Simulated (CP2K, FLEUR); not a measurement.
A CP2K input for a self-consistent single point of Si2Ni (Fm-3m, 3 atoms in the cell) (DFT PBE, GPW, DZVP-MOLOPT-SR-GTH basis, GTH-PBE potentials (GTH_POTENTIALS)):

```
&GLOBAL
  PROJECT scf
  RUN_TYPE ENERGY_FORCE
  PRINT_LEVEL LOW
&END GLOBAL
&FORCE_EVAL
  METHOD Quickstep
  STRESS_TENSOR ANALYTICAL
  &DFT
    BASIS_SET_FILE_NAME BASIS_MOLOPT
    POTENTIAL_FILE_NAME GTH_POTENTIALS
    &QS
      METHOD GPW
      EPS_DEFAULT 1E-10
    &END QS
    &MGRID
      CUTOFF 600
      REL_CUTOFF 50
      NGRIDS 5
    &END MGRID
    &SCF
      SCF_GUESS ATOMIC
      EPS_SCF 1E-7
      MAX_SCF 100
      ADDED_MOS 5
      &DIAGONALIZATION
        ALGORITHM STANDARD
      &END DIAGONALIZATION
      &MIXING
        METHOD BROYDEN_MIXING
        ALPHA 0.2
        NBUFFER 12
        BETA 1
      &END MIXING
      &SMEAR ON
        METHOD GAUSSIAN
        SIGMA [eV] 0.1
      &END SMEAR
    &END SCF
    &KPOINTS
      SCHEME MONKHORST-PACK 9 9 9
    &END KPOINTS
    &XC
      &XC_FUNCTIONAL PBE
      &END XC_FUNCTIONAL
    &END XC
    &PRINT
      &MO
        EIGENVALUES T
        OCCUPATION_NUMBERS T
        NDIGITS 8
        FILENAME mo
        &EACH
          QS_SCF 0
        &END EACH
        ADD_LAST NUMERIC
      &END MO
      &MULLIKEN OFF
      &END MULLIKEN
    &END PRINT
  &END DFT
  &SUBSYS
    &CELL
      ABC 3.73252300 3.73252211 3.73252236
      ALPHA_BETA_GAMMA 60.00000802 60.00000323 60.00000098
      PERIODIC XYZ
    &END CELL
    &COORD
      SCALED
      Si       0.25000000     0.25000000     0.25000000
      Si       0.75000000     0.75000000     0.75000000
      Ni       0.00000000     0.00000000     0.00000000
    &END COORD
    &KIND Si
      BASIS_SET DZVP-MOLOPT-SR-GTH-q4
      POTENTIAL GTH-PBE-q4
    &END KIND
    &KIND Ni
      BASIS_SET DZVP-MOLOPT-SR-GTH-q18
      POTENTIAL GTH-PBE-q18
    &END KIND
  &END SUBSYS
  &PRINT
    &FORCES ON
    &END FORCES
    &STRESS_TENSOR ON
    &END STRESS_TENSOR
  &END PRINT
&END FORCE_EVAL
```

Question: Translate this input to FLEUR.

Answer: One input that does it (others would too):

Input of the input generator:

```
Si2Ni crystal
&input film=f /
-0.0000000000 4.9875390429 4.9875390429
4.9875390429 -0.0000000000 4.9875390429
4.9875390429 4.9875390429 -0.0000000000
1.0
1.0 1.0 1.0

3
14 0.2500000000 0.2500000000 0.2500000000
14 0.7500000000 0.7500000000 0.7500000000
28 0.0000000000 0.0000000000 0.0000000000

&comp jspins=1 /
&kpt div1=9 div2=9 div3=9 /
&end /
```

```xml
<?xml version="1.0" encoding="UTF-8" standalone="no"?>
<fleurInput fleurInputVersion="0.39">
   <comment>
      Si2Ni crystal                                                                                       
   </comment>
   <calculationSetup>
      <cutoffs Kmax="4.0" Gmax="12.0" GmaxXC="12.0" numbands="0"/>
      <scfLoop itmax="60" minDistance="0.00001" maxIterBroyd="99" imix="Anderson" alpha="0.05" precondParam="0.0" spinf="2.0"/>
      <coreElectrons ctail="T" frcor="F" kcrel="0" coretail_lmax="0"/>
      <xcFunctional name="pbe" relativisticCorrections="F"/>
      <magnetism jspins="1"/>
      <soc l_soc="F" theta="0.0" phi="0.0" spav="F"/>
      <expertModes spex="0" secvar="F"/>
      <geometryOptimization l_f="T" forcealpha="1.0" forcemix="BFGS" epsdisp="0.00001" epsforce="0.00001"/>
      <ldaU l_linMix="F" mixParam="0.05" spinf="1.0"/>
   </calculationSetup>
   <cell>
      <bzIntegration valenceElectrons="24.0" mode="gauss" fermiSmearingEnergy="0.00367493">
         <kPointListSelection listName="default-1"/>
         <!-- k-points included here -->
         <xi:include xmlns:xi="http://www.w3.org/2001/XInclude" href="kpts.xml"> </xi:include>
      </bzIntegration>
      <!-- symmetry operations included here -->
      <xi:include xmlns:xi="http://www.w3.org/2001/XInclude" href="sym.xml"> </xi:include>
      <bulkLattice scale="1.0">
         <bravaisMatrix>
            <row-1>    0.0000000000000000     4.9875390428999999     4.9875390428999999</row-1>
            <row-2>    4.9875390428999999     0.0000000000000000     4.9875390428999999</row-2>
            <row-3>    4.9875390428999999     4.9875390428999999     0.0000000000000000</row-3>
         </bravaisMatrix>
      </bulkLattice>
   </cell>
   <atomSpecies>
      <species name="Silicon (Si)" element="Si" atomicNumber="14">
         <mtSphere radius="1.59" gridPoints="563" logIncrement="0.02"/>
         <atomicCutoffs lmax="6" lnonsphr="4"/>
         <electronConfig flipSpins="F">
            <coreConfig>(1s1/2) (2s1/2) (2p1/2) (2p3/2)</coreConfig>
            <valenceConfig>(3s1/2) (3p1/2) (3p3/2)</valenceConfig>
            <stateOccupation state="(3p1/2)" spinUp="0.3333333333333" spinDown="0.3333333333333"/>
            <stateOccupation state="(3p3/2)" spinUp="0.6666666666667" spinDown="0.6666666666667"/>
         </electronConfig>
         <energyParameters s="3" p="3" d="3" f="4"/>
      </species>
      <species name="Nickel (Ni)" element="Ni" atomicNumber="28">
         <mtSphere radius="2.44" gridPoints="859" logIncrement="0.014"/>
         <atomicCutoffs lmax="10" lnonsphr="8"/>
         <electronConfig flipSpins="F">
            <coreConfig>(1s1/2) (2s1/2) (2p1/2) (2p3/2) (3s1/2)</coreConfig>
            <valenceConfig>(3p1/2) (3p3/2) (4s1/2) (3d3/2) (3d5/2)</valenceConfig>
            <stateOccupation state="(3d3/2)" spinUp="1.6" spinDown="1.6"/>
            <stateOccupation state="(3d5/2)" spinUp="2.4" spinDown="2.4"/>
         </electronConfig>
         <energyParameters s="4" p="4" d="3" f="4"/>
         <lo type="SCLO" l="1" n="3" eDeriv="0"/>
      </species>
   </atomSpecies>
   <atomGroups>
      <atomGroup species="Silicon (Si)">
         <relPos label="                   1">1.000/4.000 1.000/4.000 1.000/4.000</relPos>
         <relPos label="                   2">-1.000/4.000 -1.000/4.000 -1.000/4.000</relPos>
         <force calculate="T" relaxXYZ="TTT"/>
      </atomGroup>
      <atomGroup species="Nickel (Ni)">
         <relPos label="                   3">.0000000000 .0000000000 .0000000000</relPos>
         <force calculate="T" relaxXYZ="TTT"/>
      </atomGroup>
   </atomGroups>
   <output dos="F" band="F" slice="F">
      <checks vchk="F" cdinf="F"/>
      <bandDOS minEnergy="-.5*Htr" maxEnergy="0.5*Htr" sigma="0.015" storeEVData="T"/>
      <vacuumDOS vacdos="F" integ="F" star="F" nstars="0" locx1="0.0" locy1="0.0" locx2="0.0" locy2="0.0" nstm="0" tworkf="0.0"/>
      <unfoldingBand unfoldBand="F" supercellX="1" supercellY="1" supercellZ="1"/>
      <plotting iplot="0" polar="F">
         <plot TwoD="T" vec1="  1.0  0.0  0.0" vec2="  0.0  1.0  0.0" vec3="  0.0  0.0  1.0" zero="  0.0  0.0  0.0" file="plot"/>
      </plotting>
      <chargeDensitySlicing numkpt="0" minEigenval="0.0" maxEigenval="0.0" nnne="0" pallst="F"/>
      <specialOutput eonly="F"/>
      <magneticCircularDichroism mcd="F" energyLo="-10.0" energyUp="0.0"/>
   </output>
  <!-- We include the file relax.xml here to enable relaxations (see documentation) -->
  <xi:include xmlns:xi="http://www.w3.org/2001/XInclude" href="relax.xml"> <xi:fallback/> </xi:include>
</fleurInput>
```

Basis settings and potentials, where a program has them, do not carry over. This input uses DFT, PBE, all-electron FLAPW (FLEUR), scalar-relativistic valence.

The starting cell comes from a database of computed structures (which also holds hypothetical and non-ambient phases and stackings), without a prior relaxation at this level. For this run, on top of that: lattice scaled by 0.98.
